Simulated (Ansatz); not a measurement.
The starting structures come from a database of crystals and need not be the phases stable at ambient conditions.

Tunnelling through a barrier is set by its complex band structure: the current falls as exp(−2κd) with the smallest κ.

Given:

```
CELL_PARAMETERS angstrom
      5.81207     0.00000     0.00000
      2.90603     7.35618     0.00000
      2.90604     1.14802     4.90073
ATOMIC_POSITIONS crystal
  Ba 0.20514 0.38459 0.20514
  Ba 0.79486 0.61541 0.79486
  Ba 0.00000 0.00000 0.00000
  V  0.59257 0.22229 0.59257
  V  0.40743 0.77771 0.40743
  O  0.67202 0.98393 0.67202
  O  0.32798 0.01607 0.32798
  O  0.72679 0.30353 0.24290
  O  0.27322 0.69647 0.75710
  O  0.72678 0.30353 0.72679
  O  0.27322 0.69647 0.27321
  O  0.24290 0.30353 0.72679
  O  0.75710 0.69647 0.27321
```

Space group of this cell: R-3m. The cell is taken as given; by PBEsol its mean pressure is -3.5 GPa.

Transport runs along the normal of the first two printed cell vectors, the (101) plane of the conventional cell.

No gap correction and no spin-orbit coupling; mid-gap values are interpolated between computed energies.

Question: Predict the band gap and the smallest decay constant κ at mid-gap from PBEsol in Ansatz (a first-principles code).

Answer: Gap 3.68 eV on a 6×6×6 mesh; κ = 0.430 1/Å, at the zone centre.
